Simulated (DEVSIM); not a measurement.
Si n-i-p diode

Structure: Si n-i-p diode, at 300 K.

| layer (left to right) | material | thickness (μm) | Nd (cm⁻³) | Na (cm⁻³) | τn (s) | τp (s) |
|---|---|---|---|---|---|---|
| 1 | Si | 0.110 | 1e17 | - | 0.00087 | 0.00087 |
| 2 | Si | 0.320 | - | 5.8e11 | 0.00087 | 0.00087 |
| 3 | Si | 3.20 | - | 5.2e17 | 0.00087 | 0.00087 |

Left contact: ohmic. Right contact: ohmic. Voltage is applied to the left contact. Recombination: SRH at mid-gap. Mobility is μmin + (μ − μmin)/(1 + (N/Nref)^α).

Constants are typed, rounded textbook-type inputs, not results; the design itself was drawn at random and stands for no fabricated device. Values at 300 K.

```tsv
parameter	Si
gap (eV)	1.124
affinity (eV)	4.05
permittivity	11.7
Nc (cm⁻³)	2.86e19
Nv (cm⁻³)	3.1e19
μn (cm²/Vs)	1417
μp (cm²/Vs)	470
μn,min	52
μp,min	45
Nref,n	9.7e16
Nref,p	2.2e17
αn	0.68
αp	0.72
```

DEVSIM, 1D drift-diffusion, Boltzmann statistics, complete ionisation; no tunnelling, impact ionisation, image-force lowering or self-heating.

| Property | Value |
|---|---|
| Potential step across the device at zero bias | 0.872 V |
| Dark forward voltage at 1 A/cm² | 0.586 V |
| Dark forward voltage at 100 A/cm² | 0.711 V |

Small-signal capacitance in reverse bias (quasi-static):

```
V (V)  C (nF/cm²)
-----  ----------
0.04         31.7
0.1          31.4
0.2          31.0
0.3          30.6
0.4          30.2
0.6          29.7
0.8          29.2
1            28.8
1.3          28.1
1.6          27.5
2            26.8
```

Dark reverse current:

```
V (V)  J (A/cm²)
-----  ---------
0.04     1.3e-10
0.10     1.7e-10
0.20     1.8e-10
0.30     1.8e-10
0.40     1.9e-10
0.60     2.0e-10
0.80     2.1e-10
1.00     2.2e-10
1.30     2.4e-10
1.60     2.6e-10
2.00     2.9e-10
```
